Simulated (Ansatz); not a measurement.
CdTe: band gap against strain

CdTe (zinc blende, F-43m, 34.150 Å³/atom at rest, cube axes along x, y and z) under an equal strain ε along all three axes. PBEsol in Ansatz, a plane-wave DFT program (PAW, default set), 420 eV, 9×9×9 Γ-centred mesh, Fermi-Dirac smearing 0.05 eV; ions are relaxed within the symmetry of each cell. Gaps are the smallest over the k-mesh and a band path, without spin-orbit coupling; in all rows the valence edge lies at Γ and the conduction edge at Γ.

Here s stands for strain and Eg for gap.

| strain (%) | gap (eV) |
|---|---|
| -1.50 | 0.783 |
| -1.00 | 0.738 |
| -0.50 | 0.694 |
| 0.00 | 0.650 |
| 0.50 | 0.606 |
| 1.00 | 0.563 |
| 1.50 | 0.521 |
| 3.00 | ? |

Q: Using a straight line, estimate the missing Eg at s = 3.00 from the other rows, showing the fit.

A: Means: s 0, Eg 0.6507. About the means, the sum of products is -0.61200 and the sum of squares of s is 7.0000; the slope is their ratio. Least squares gives Eg = 0.6507 - 0.08743·s. Residuals (row less fit): 0.0012, -0.0001, -0.0004, -0.0007, -0.0010, -0.0003, 0.0014; standard error 0.0010 (degrees of freedom: 5). Over these rows the gap moves by -8.7 ± 0.04 eV per unit strain, or -2.9 eV per unit of ln V. At the withheld row, Eg = 0.6507 - 0.08743 × 3.0 = 0.3884 eV. The calculation gives 0.398 eV, 0.0096 eV above the prediction (2.5 % of the range of Eg in the table). The row lies outside the fitted rows, so this is an extrapolation. From the scatter of the fitted rows alone, a prediction at this place has a standard error of 0.0016 eV, so the miss is 6.0 times that.

One order more, fitted to all 13 runs of the series, follows each within 0.001, so the miss is the next term of a smooth law. Other structures, which can take over under pressure, weren't tried. Spin-orbit coupling is left out, which can shift this property for CdTe. Rows are the converged runs of the series near zero and its far end; series whose fitted rows scatter by over a few per cent of the range, as at a crossing or softening among them, aren't shown in this form. Most that stay on the fit to the last digits aren't either.
